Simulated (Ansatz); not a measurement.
The starting structures come from a database of crystals and need not be the phases stable at ambient conditions.

Inside the gap of an insulator the Bloch states are evanescent, with a wavenumber k + iκ along the transport direction.

Given:

```xyz
14
Lattice="6.6186 0.0000 0.0000 0.0000 6.6927 0.0000 2.5854 0.0000 8.3030" Properties=species:S:1:pos:R:3 pbc="T T T"
K      2.9656     0.1745     4.7029
K      6.2384     3.5208     3.6001
La     7.2959     3.4162     7.8697
La     1.9082     0.0699     0.4332
Si     3.9929     3.5981     6.7638
Si     5.2111     0.2517     1.5392
S      2.3225     3.6044     5.4952
S      6.8815     0.2580     2.8078
S      5.3601     5.1756     6.3754
S      3.8439     1.8293     1.9276
S      5.1790     1.8563     6.4903
S      4.0251     5.2027     1.8127
S      8.3595     0.4661     7.7948
S      0.8445     3.8125     0.5082
```

Space group of this cell: P2_1. The cell is taken as given; by PBEsol its mean pressure is -1.0 GPa.

Transport runs along the normal of the first two printed cell vectors.

No gap correction and no spin-orbit coupling; mid-gap values are interpolated between computed energies.

Problem. Compute, with PBEsol in Ansatz (a program for electronic structure), the band gap and the smallest decay constant κ at mid-gap.

Solution. Gap 2.71 eV on a 6×6×4 mesh; κ = 0.334 1/Å, at the zone centre.
